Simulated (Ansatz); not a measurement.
# GaAs under load (space group I-4m2): band-edge transport data

```xyz
2
Lattice="0.0000 2.7951 2.9512 2.7951 0.0000 2.9512 2.7951 2.7951 0.0000" Properties=species:S:1:pos:R:3 pbc="T T T"
Ga     0.0000     0.0000     0.0000
As     1.3975     1.3975     1.4756
```

All values below come from r2SCAN with spin-orbit coupling, rigid bands (plane waves, PAW; Ansatz, an electronic-structure program). Condition of this run: uniaxial stress along [001] of -3.6 GPa (compression positive) (the target of the relaxation). How the cell was made: cell and atoms relaxed with PBEsol, then loaded as said.

| Property | Result |
|---|---|
| band gap | 0.61 eV |
| electron conductivity mass (300 K, dilute) | 0.047 (x), 0.047 (y), 0.058 (z) mₑ |
| hole conductivity mass (300 K, dilute) | 0.21 (x), 0.21 (y), 0.46 (z) mₑ |
| effective density of states N_c (300 K) | 2.7e17 cm⁻³ |
| effective density of states N_v (300 K) | 2.6e18 cm⁻³ |
| density-of-states mass, electrons | 0.048 mₑ |
| density-of-states mass, holes | 0.22 mₑ |
| Seebeck coefficient, n-type 1e19 cm⁻³, 300 K | -40 μV/K |
| Seebeck coefficient, p-type 1e19 cm⁻³, 300 K | 201 μV/K |
| best p-type power factor at 300 K for τ = 10 fs (best axis; densities from 1e16 to 1e21 cm⁻³ tried, whether or not they can be reached) | 7.7 μW/(cm·K²) at 1e20 cm⁻³ |

Rigid bands; masses and Seebeck coefficients take one relaxation time τ for all states and one kind of carrier; polarons and phonon drag are left out. Geometry: cell and atoms relaxed with PBEsol.
